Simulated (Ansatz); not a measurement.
# What tensor shear ε_xy = +0.29 % does to K2S

Start from K$_{2}$S in the anti-fluorite structure (space group Fm-3m, No. 225; a = 7.3360 Å). Axes: x, y, z lie along the cube axes.

Perturbation: tensor shear ε_xy = +0.29 % (engineering shear γ = 0.0058), atoms relaxed at fixed cell.

All numbers come from plane-wave PAW DFT at the PBEsol level (Ansatz, an electronic-structure program, 420 eV), no spin-orbit coupling. k-mesh 8×8×8 (Γ-centred); smearing 0.05 eV (Fermi–Dirac).

* **Volume per atom**: 32.90 Å³ (base 32.90 Å³)
* **Space group**: Immm (No. 71) (base Fm-3m (No. 225))
* **Shortest interatomic distance**: 317.2 pm (base 317.7 pm)
* **Energy relative to the base (free energy F)**: 0.0 meV/atom
* **Band gap**: 2.34 eV (base 2.35 eV)
* **Gap character**: indirect, X → Γ
* **Smallest direct gap**: 2.57 eV (base 2.58 eV)
* **Electron mass**: 0.35 mₑ (at Γ) (base 0.35 mₑ (at Γ))
* **Valley order (the lowest conduction-band minima on the path, energy above the VBM, named in the base's zone)**: Γ 2.34 eV; X along [001] 3.42 eV; X along [100] 3.42 eV (base Γ 2.35 eV; X along ⟨100⟩ 3.42 eV)
* **Stress (xx, yy, zz, yz, xz, xy; compression positive)**: (0.01, 0.01, 0.01, 0.00, 0.00, -0.06) GPa

Final structure:

```
K2S
1.0
    0.01064     3.66799     3.66799
    3.66799     0.01064     3.66799
    3.67863     3.67863     0.00000
K S
2 1
Direct
  0.24973   0.24973   0.25027
  0.75027   0.75027   0.74973
  0.00000   0.00000   0.00000
```

Cost of the whole job for the changed cell (relaxation, final SCF and bands): about 40 core-seconds (a rough figure).

The cells carry an imposed strain or load. Masses are band curvatures over ±0.01 Å⁻¹ around the edge. Whether these cells are dynamically stable was not tested. Labels are those of the standard path for the cell's own space group.
